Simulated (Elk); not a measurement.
A self-consistent single point of Y (P6_3/mmc, 2 atoms in the cell) with Elk.

Method: PBE, all-electron FP-LAPW, Elk's shipped species files, APW+lo basis with extra local orbitals in Elk 10.2.4.

The change in words: lattice scaled by 0.98. Reference geometry:
```
Y
1.0
    1.82500    -3.16099     0.00000
    1.82500     3.16099     0.00000
    0.00000     0.00000     5.73000
Y
2
Cartesian
  1.82500   1.05366   1.43250
  1.82500  -1.05366   4.29750
```

Reference input (self-consistent single point, DFT, PBE, all-electron FP-LAPW, Elk's shipped species files, APW+lo basis with extra local orbitals): xctype = 20; rgkmax = 8; stype = 3; swidth = 0.00367493 Ha; ngridk = 10 10 6; tforce = true; gmaxvr = 18 1/bohr; lmaxapw = 10; lmaxo = 8; nxlo = 2; lorbcnd = true; lradstp = 2. This run's input differs from it in these lines:

```diff
@@ -43,5 +43,5 @@
 avec
-    3.4487501754   -5.9734105263    0.0000000000
-    3.4487501754    5.9734105263    0.0000000000
-    0.0000000000    0.0000000000   10.8281306941
+    3.3797752452   -5.8539424428    0.0000000000
+    3.3797752452    5.8539424428    0.0000000000
+    0.0000000000    0.0000000000   10.6115680802
```

The program printed (abridged):

```
│ Self-consistent loop started │
│ Loop number : 1 │
 total energy                :     -6775.88523776
│ Loop number : 2 │
 total energy                :     -6775.87388440
RMS change in Kohn-Sham potential (target) :   0.8815688961E-01 (  0.1000000000E-05)
Absolute change in total energy (target)   :   0.1135335965E-01 (  0.1000000000E-03)
│ Loop number : 3 │
 total energy                :     -6775.35251949
RMS change in Kohn-Sham potential (target) :   0.7616056543E-01 (  0.1000000000E-05)
Absolute change in total energy (target)   :   0.5242032515     (  0.1000000000E-03)
│ Loop number : 4 │
   [... lines left out ...]
Absolute change in total energy (target)   :   0.4929540883E-03 (  0.1000000000E-03)
│ Loop number : 13 │
 total energy                :     -6771.46891112
RMS change in Kohn-Sham potential (target) :   0.7270324520E-07 (  0.1000000000E-05)
Absolute change in total energy (target)   :   0.1247512018E-03 (  0.1000000000E-03)
│ Loop number : 14 │
 total energy                :     -6771.46890949
RMS change in Kohn-Sham potential (target) :   0.8562177500E-08 (  0.1000000000E-05)
Absolute change in total energy (target)   :   0.3282043235E-04 (  0.1000000000E-03)
Convergence targets achieved

│ Loop number : 15 │

Energies :
 Fermi                       :     0.260215978200
 total energy                :     -6771.46890915

Density of states at Fermi energy :    97.21344829
 (states/Hartree/unit cell)

Estimated indirect band gap :   0.1920968327E-03
 from k-point     41 to k-point      9
Estimated direct band gap   :   0.5520388130E-02
 at k-point     39

Charges :
 core                        :    56.00000000
 valence                     :    22.00000000
 interstitial                :    4.367899721
 muffin-tins (core leakage)
  species :    1 (Y)
   atom    1                 :    36.81605014     (  0.8955705120E-05)
   atom    2                 :    36.81605014     (  0.8955705120E-05)
 total in muffin-tins        :    73.63210028
 total calculated charge     :    78.00001067
   [... lines left out ...]
   total force               :     0.00000000    0.00000000   -0.00000000
   total magnitude           :     0.00000000
  atom :    2
   Hellmann-Feynman          :     0.00000000   -0.00000000   -0.00000000
   IBS                       :    -0.00000000    0.00000000    0.00000000
   total force               :    -0.00000000   -0.00000000    0.00000000
   total magnitude           :     0.00000000
```

The run converged in 15 iterations. The count includes the last loop, which Elk runs after its targets are met. Against the reference run the free energy goes up by 14.9 meV/atom.

The starting cell has typed, rounded lattice constants, without a prior relaxation at this level. For this run, on top of that: lattice scaled by 0.98. Values depend on the basis (sphere radii, cutoffs, local orbitals), which need not be converged. The log's line on a gap gives a spacing of levels on this mesh, which the program prints for metals too.
